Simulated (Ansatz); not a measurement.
## Smallest direct gap on the k points sampled of Tl4HgI6 (P4/mnc, No. 128) at several levels of theory

No measured value is used here.

```csv
level (code),value (eV)
LDA (Ansatz),1.19
PBEsol (Ansatz),?
r²SCAN (Ansatz),1.60
```

Question: Complete the blanks.

Answer: 
- PBEsol (Ansatz, an electronic-structure program), value (eV): 1.24

Computed values are for a static lattice. Spin–orbit coupling is included only where a level's name says +SOC; with heavier elements it mostly lowers gaps and can invert bands.  Values are at the measured cell. Cutoffs differ between the levels. Ansatz's density-functional and Hartree–Fock values are scalar-relativistic unless marked +SOC, with PAW data made under PBE.
